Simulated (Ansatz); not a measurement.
SiO2 (P4₁2₁2, No. 92) was calculated with r²SCAN (plane waves, PAW; Ansatz, an electronic-structure program).

Settings: plane-wave cutoff 560 eV, 8×8×6 k mesh (along the axes of the cell as run), Fermi–Dirac smearing 0.01 eV, scalar-relativistic PAW data made under PBE.

Cell (measured lattice):

O$_{2}$Si has the tetragonal space group P4₁2₁2 (No. 92), Pearson symbol tP12. Lattice parameters: a = b = 4.957 Å, c = 6.890 Å, α = β = γ = 90.00°. Si on 4a has 4 O at 1.601–1.617 Å (tetrahedral). O on 8b sees 2 Si at 1.601–1.617 Å (bent). (Neighbours: up to the widest gap in distance over summed covalent radii, below 1.35, at either atom.)

Question: Predict the band gap.

Answer: 
- band gap = 6.39 eV (direct)

Note: cell and atoms aren't relaxed at this level (largest force component 0.34 eV/Å, pressure 1.3 GPa).
